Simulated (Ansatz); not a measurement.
The parent structure is Pt in the fcc (Cu type) structure (space group Fm-3m, No. 225; a = 3.8954 Å; relaxed with 0.1 eV smearing). Axes: x, y, z lie along the cube axes.

Structures relaxed with LDA (Ansatz, a first-principles code; PAW; 420 eV plane waves; spin-orbit coupling left out).

Base:

Simulated powder pattern, Co Kα, λ = 1.79026 Å (kinematic, ideal powder, no thermal factors, no anomalous dispersion; the 10 strongest lines at most, above 2 %, up to 2θ = 90°):

| 2θ (°) | I/Imax (%) | hkl |
|---|---|---|
| 46.91 | 100 | (111) |
| 54.72 | 49 | (200) |
| 81.08 | 34 | (220) |

One thing is altered: biaxial strain +0.83 %, plane normal [111], relaxed out of plane (Cartesian); in-plane vectors clamped, the third vector and the atoms free.

After the change:

Simulated powder pattern, Co Kα, λ = 1.79026 Å (kinematic, ideal powder, no thermal factors, no anomalous dispersion; the 10 strongest lines at most, above 2 %, up to 2θ = 90°):

```csv
2θ (°),I/Imax (%),hkl
46.60,100,(1 1 -1)
47.38,32,(111)
54.58,64,(200)
80.27,22,(2 0 -2)
81.43,22,(220)
```

The indices refer to the base's conventional cell; one index is shown for lines that coincide. The space group is now R-3m (No. 166).

Whether these cells are dynamically stable was not tested. The final runs are not spin-polarised.
